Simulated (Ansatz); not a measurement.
System: BeCl2 (Ibam, No. 72). Method: HSE06 (PAW; Ansatz, a first-principles code).

Settings: plane-wave cutoff 500 eV, 6×6×6 k mesh, gaussian smearing 0.02 eV, scalar-relativistic PAW data made under PBE.

Cell (relaxed with PBEsol):

```cif
data_Be4Cl8
_chemical_formula_sum 'Be4 Cl8'
_space_group_name_H-M_alt 'Ibam'
_space_group_IT_number 72
_space_group_name_Hall '-I 2 2c'
_cell_length_a 5.67121
_cell_length_b 10.54215
_cell_length_c 5.19728
_cell_angle_alpha 90.000
_cell_angle_beta 90.000
_cell_angle_gamma 90.000
loop_
_atom_site_label
_atom_site_type_symbol
_atom_site_symmetry_multiplicity
_atom_site_Wyckoff_symbol
_atom_site_fract_x
_atom_site_fract_y
_atom_site_fract_z
_atom_site_occupancy
Be1 Be 4 a 0.00000 0.00000 0.25000 1
Cl1 Cl 8 j 0.19306 0.10403 0.00000 1
```
(The calculation used a cell of 6 atoms; values per cell refer to that cell.)

Problem. Estimate the band gap that the calculation returns.

Solution. 
- band gap = 7.77 eV (on the SCF k mesh)

Note: cell and atoms aren't relaxed at this level; the cell has widely spaced layers and the level no dispersion term, so their spacing and the moduli can rest on weak binding.

The computed numbers hold no vibrational or temperature effects.

Cost on a shared machine: around 18 core-minutes (rough).
